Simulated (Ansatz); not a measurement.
Consider MgTe in the zinc blende structure (space group F-43m, No. 216; a = 6.4393 Å). Axes: x, y, z lie along the cube axes.

All numbers come from Ansatz (an electronic-structure program) PBEsol, spin-orbit coupling left out.

For the base:

The band gap comes out as 2.35 eV.

Now apply this change: tensile biaxial strain of 1.67 % in the plane normal to [111], as in epitaxy on a mismatched substrate; the out-of-plane cell vector and the atoms relax.

Q: What does the calculation give for the out-of-plane strain after the change?

A: The out-of-plane strain comes out as -1.45 %.

Q: What does the calculation give for the band gap after the change?

A: The band gap drops by 0.21 eV to 2.14 eV.

Q: How does this affect the energy relative to the base?

A: The energy rises by 3.5 meV/atom.

Spin-orbit coupling, missing from the scalar runs, can matter with Te. Stability against distortions was not tested.
